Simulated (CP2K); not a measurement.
CP2K run on MgI₂ (P-3m1, 3 atoms in the cell): self-consistent single point.

Level of theory: PBE, GPW, DZVP-MOLOPT-SR-GTH basis, GTH-PBE potentials (GTH_POTENTIALS) run with CP2K.

The change in words: lattice scaled by 0.98. Reference geometry:
```
CELL_PARAMETERS angstrom
      4.16328     0.00000     0.00000
     -2.08164     3.60551     0.00000
      0.00000     0.00000     6.88195
ATOMIC_POSITIONS crystal
  Mg 0.00000 0.00000 0.00000
  I  0.33333 0.66667 0.24200
  I  0.66667 0.33333 0.75800
```

Reference input (self-consistent single point, DFT PBE, GPW, DZVP-MOLOPT-SR-GTH basis, GTH-PBE potentials (GTH_POTENTIALS)): CUTOFF = 1000 Ry; REL_CUTOFF = 60 Ry; SMEAR/METHOD = FERMI_DIRAC; ELECTRONIC_TEMPERATURE = 116.05 K; KPOINTS/SCHEME = MONKHORST-PACK 5 5 3; XC_FUNCTIONAL = PBE; Mg/BASIS_SET = DZVP-MOLOPT-SR-GTH-q10; Mg/POTENTIAL = GTH-PBE-q10; I/BASIS_SET = DZVP-MOLOPT-SR-GTH-q7; I/POTENTIAL = GTH-PBE-q7; METHOD = GPW; EPS_DEFAULT = 1e-11. This run's input differs from it in these lines:

```diff
@@ -63,5 +63,5 @@
     &CELL
-      A 4.16328000 0.00000000 0.00000000
-      B -2.08164000 3.60550600 0.00000000
-      C 0.00000000 0.00000000 6.88195200
+      A 4.08001400 0.00000000 0.00000000
+      B -2.04000700 3.53339600 0.00000000
+      C 0.00000000 0.00000000 6.74431300
       PERIODIC XYZ
```

Output, abridged:

```
 SCF WAVEFUNCTION OPTIMIZATION

  Step     Update method      Time    Convergence         Total energy    Change
     1 NoMix/Diag. 0.20E+00      -     1.78783827       -86.5189424390 -8.65E+01
     2 Broy./Diag. 0.20E+00      -     0.00727015       -86.1819433108  3.37E-01
     3 Broy./Diag. 0.20E+00      -     0.06668190       -86.2785372124 -9.66E-02
     4 Broy./Diag. 0.20E+00      -     0.00561861       -86.3772733734 -9.87E-02
     5 Broy./Diag. 0.20E+00      -     0.01290096       -86.4221522704 -4.49E-02
     6 Broy./Diag. 0.20E+00      -     0.00182850       -86.3832078893  3.89E-02
   [... 8 lines left out ...]
    15 Broy./Diag. 0.20E+00      -     0.00000783       -86.3238012806  1.86E-04
    16 Broy./Diag. 0.20E+00      -     0.00000394       -86.3237238500  7.74E-05
    17 Broy./Diag. 0.20E+00      -     0.00000444       -86.3236698535  5.40E-05
    18 Broy./Diag. 0.20E+00      -     0.00000081       -86.3236488725  2.10E-05
  *** SCF run converged in    18 steps ***

  Overlap energy of the core charge distribution:               0.00000000000000
  Self energy of the core charge distribution:               -195.71329376830329
  Core Hamiltonian energy:                                     53.24716955531358
  Hartree energy:                                              69.35393658967841
  Exchange-correlation energy:                                -13.21146124922251
  Electronic entropic energy:                                  -0.00000000000000
  Fermi energy:                                                 0.20659189103742

  Total energy:                                               -86.32364887253381
  Total energy (extrapolated to T->0):                        -86.32364887253381

   [... lines left out ...]

 STRESS| Analytical stress tensor [bar]
 STRESS|                        x                   y                   z
 STRESS|      x        4.39068622334E+04  -2.70024469558E+02  -2.36737964322E+00
 STRESS|      y       -2.70024469558E+02   4.35950191946E+04   1.37471919687E+00
 STRESS|      z       -2.36737964322E+00   1.37471919687E+00   4.25699972376E+04
 STRESS| 1/3 Trace                                             4.33572928885E+04
```

The run converged in 18 iterations. Against the reference run the free energy rises by 38.9 meV/atom, the pressure goes from 1.95 to 4.34 GPa, the largest force goes from 0.208 to 0.550 eV/Å and the gap on the mesh goes from 3.561 to 3.629 eV.

The starting cell has typed, rounded lattice constants, without a prior relaxation at this level. Its lattice was rescaled by a random factor within 2.5 % of one. For this run, on top of that: lattice scaled by 0.98. Spin-orbit coupling is off. Values carry the incompleteness of an atom-centred basis. With a pressure of about 4 GPa the cell is away from its equilibrium volume at this level.
